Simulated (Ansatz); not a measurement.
Consider SnC in the rock salt structure (space group Fm-3m, No. 225; a = 4.7451 Å; a hypothetical phase, not in the database extracts checked; relaxed with 0.1 eV smearing). Axes: x, y, z lie along the cube axes.

Method: Ansatz (a quantum-chemistry and plane-wave program) PBEsol, without spin-orbit coupling.

Strains are applied to the cell and any free atomic positions relax; under biaxial strain the out-of-plane vector relaxes too.

One change was made to it. Results:

The energy rises by 143 meV/atom; the pressure goes from zero to -16.2 GPa; the band gap stays zero.

Which of these changes matches the shifts?
A) uniaxial strain ε_xx = +1.10 %
B) isotropic strain +5.66 %
C) isotropic strain +2.82 %
D) biaxial strain −1.33 %, plane normal [001], relaxed out of plane

B, isotropic strain +5.66 %. For comparison, the energy relative to the base in the other runs: isotropic strain +2.82 % gives +40 meV/atom; uniaxial strain ε_xx = +1.10 % gives +1.3 meV/atom; biaxial strain −1.33 %, plane normal [001], relaxed out of plane gives +4.6 meV/atom.

Whether these cells are dynamically stable was not tested. All final runs are without spin polarisation.
